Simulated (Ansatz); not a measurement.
Bond-angle distributions (per cent of the angles at each element, bins of 10°) of a relaxed model of amorphous Si$_{30}$N$_{36}$C$_{3}$ at 2.98 g/cm³. The numbers are results of PBE, scalar-relativistic without spin-orbit coupling (plane waves to 420 eV, PAW; Ansatz, an electronic-structure program), not measurements.

It comes from a melt-quench run on a machine-learned potential (CHGNet), relaxed afterwards by DFT. N atoms were pushed apart under 1.9 Å during the dynamics, to hinder bonds among them. The hot cell started wider than the set density and was brought back towards it in steps. It is the lowest in DFT energy of 2 quenches. It is a model cell: composition and starting density were chosen by hand, and all elements were melted together. No dispersion term was used. Its density started from a set value of 2.98 and ended at 2.98 g/cm³. Cooling (nominally 380 K/ps over its main leg) ran many orders faster than in experiment, which tends to leave more defects and strain. One small periodic cell is one sample of the glass; other quenches scatter about these values. The volume was held where the preparation left it, at a PBE pressure of 3.3 GPa. Stress components on the final sampling reach 5.4 GPa. On a 2×2×2 Γ-centred mesh force components of up to 0.20 eV/Å stay, since the relaxation ran on the zone centre alone.

Neighbours within Si-Si 2.60 Å, Si-N 2.24 Å, Si-C 2.19 Å, N-N 1.70 Å, N-C 1.76 Å, C-C 1.78 Å count as bonded. Two cations that share two anions don't count as bonded, nor two that share one unless they lie closer than Si-Si 2.38 Å, Si-C 2.00 Å, C-C 1.63 Å.

| angle (°) | at Si | at N |
|---|---|---|
| 50-60 | 0 | 0 |
| 60-70 | 0 | 0 |
| 70-80 | 2 | 0 |
| 80-90 | 9 | 6 |
| 90-100 | 15 | 9 |
| 100-110 | 30 | 23 |
| 110-120 | 27 | 25 |
| 120-130 | 10 | 20 |
| 130-140 | 5 | 9 |
| 140-150 | 1 | 3 |
| 150-160 | 1 | 3 |
| 160-170 | 1 | 1 |
| 170-180 | 1 | 0 |

They go with these counts of neighbours within the cut-offs, cation contacts included: Si mean 4.0, most often 4; N mean 3.1, most often 3.
